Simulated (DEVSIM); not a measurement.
Device: abrupt Ge p-n junction, at 300 K.

Layer 1 from the left is Ge, thickness (μm) 0.340, Na (cm⁻³) 1.5e18, τn (s) 5.1e-7, τp (s) 5.1e-7. Layer 2 from the left is Ge, thickness (μm) 0.980, Nd (cm⁻³) 2.7e17, τn (s) 5.1e-7, τp (s) 5.1e-7.

Left contact: ohmic. Right contact: ohmic. Voltage is applied to the left contact. Recombination: SRH at mid-gap, radiative. Mobility is constant in doping.

The device is made up for the run: typed textbook-type constants, with dimensions and the other settings drawn at random. Values at 300 K.

Ge: gap (eV) 0.664, affinity (eV) 4, permittivity 16, Nc (cm⁻³) 1.04e19, Nv (cm⁻³) 6e18, μn (cm²/Vs) 3900, μp (cm²/Vs) 1900, B (cm³/s) 6.4e-14.

DEVSIM, 1D drift-diffusion, Boltzmann statistics, complete ionisation; no tunnelling, impact ionisation, image-force lowering or self-heating.

Dark forward current:

```tsv
|V| (V)	|J| (A/cm²)
0.05	0.001656
0.10	0.01306
0.15	0.09171
0.20	0.6341
0.25	4.375
0.30	30.15
0.35	207.2
0.40	1401
0.45	8699
```

Question: Work out the local ideality factor n = ΔV / (kT/q · ln(J2/J1)) between the rows 0.15 and 0.20 V, 0.40 and 0.45 V.

Answer: kT/q = 25.85 mV. From 0.15 to 0.20 V: ln(0.6341/0.09171) = 1.934, n = 1.00, near the 1 of diffusion or emission over a barrier. From 0.40 to 0.45 V: ln(8699/1401) = 1.826, n = 1.06, near the 1 of diffusion or emission over a barrier.

Question: Estimate the current at 0.30 V from the Shockley equation with J0 = Σ q ni² D/(N L) coth(W/L), τ joining the SRH, radiative and Auger lifetimes that are on, and W taken as the whole layer.

Answer: ni² = 4.36e26 cm⁻⁶; electrons in the p layer: μ = 3900 cm²/Vs, D = 101 cm²/s, τ = 4.86e-7 s, L = 70.0 μm, W/L = 0.0049, term 0.000138 A/cm²; holes in the n layer: μ = 1900 cm²/Vs, D = 49.1 cm²/s, τ = 5.06e-7 s, L = 49.8 μm, W/L = 0.020, term 0.000130 A/cm². J0 = 0.000268 A/cm², and J = J0 exp(qV/kT) = 29.4 A/cm². The simulation gives 30.1 A/cm²; the estimate lies 2.6 % below. The estimate leaves out recombination in the depletion region and that region's share of W.
